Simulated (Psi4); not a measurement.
Psi4 1.11, PBE0/def2-svp: Nb(F)4(OEt) (CC[O][Nb]([F])([F])([F])[F]), 13 atoms. The geometry is a generated start, not checked to be a minimum at this level.

```yaml
task: energy
method: pbe0
basis: def2-svp
memory: 3 GB
maxiter: 100
keys_of_the_molecule_block: symmetry c1
scf_type: df (default)
guess: auto, which took SAD (default)
scf_initial_accelerator: adiis (default)
e_convergence: 1e-06 (default)
d_convergence: 1e-06 (default)
dft_radial_points: 75 (default)
dft_spherical_points: 302 (default)
effective_core_potentials: those of the basis set, past Kr
basis_functions: 154
grid_points: 278676
```

```xyz
13

Nb    -1.7027    -0.7125    -0.2820
F     -1.8038    -2.1434     0.8999
F     -3.0711    -1.4468    -1.2396
F     -2.7570     0.7982    -0.0158
F     -0.6973    -0.8818    -1.8487
O     -0.3567    -0.0109     0.5694
C      0.8475     0.5309     0.9444
C      1.7380     0.6009    -0.2988
H      0.6750     1.5361     1.3601
H      1.3031    -0.1096     1.7168
H      1.2541     1.2294    -1.0495
H      2.7104     1.0138    -0.0494
H      1.8605    -0.4045    -0.7068
```

Charge 0 and multiplicity 1 are set for this test and not shown to be the ground state.

One run each on 2 threads. Values of diis_max_vecs tried: 3, 6, 10 (default), 20.

Task: Which value of diis_max_vecs needs the fewest SCF iterations, and what happens away from it?

Result: Fewest SCF iterations, within one of each other: 6 with 11, 10 (default) with 11, 20 with 11. The count rises to 24 at 3. All converge to one solution.

| diis_max_vecs | SCF iterations | end |
|---|---|---|
| 3 | 24 | same solution |
| 6 | 11 | same solution |
| 10 (default) | 11 | same solution |
| 20 | 11 | same solution |
